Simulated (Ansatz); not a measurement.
# Effect of pressure 9 GPa on Ir

Consider Ir in the fcc (Cu type) structure (space group Fm-3m, No. 225; a = 3.844 Å).

Perturbation: a hydrostatic pressure of 9 GPa.

Computed with r2SCAN, PAW, 500 eV (Ansatz, a program for electronic structure; no spin-orbit coupling). k-mesh 21×21×21 (Γ-centred); smearing 0.05 eV (Fermi–Dirac).

The volume per atom decreases by 0.317 Å³, from 14.20 Å³ to 13.89 Å³ and the density increases by 0.51 g/cm³ (22.47 g/cm³ → 22.98 g/cm³). The lattice parameter a decreases by 0.0288 Å to 3.816 Å and the shortest interatomic distance drops by 0.020 Å (2.718 Å → 2.698 Å). The enthalpy H = E + PV relative to the base's energy amounts to +0.79 eV/atom and the band gap is still zero.

Load acts through the strain it causes; cell and atoms are relaxed under it. Stability against distortions was not tested. No other phases were tried under pressure. All final runs are without spin polarisation.
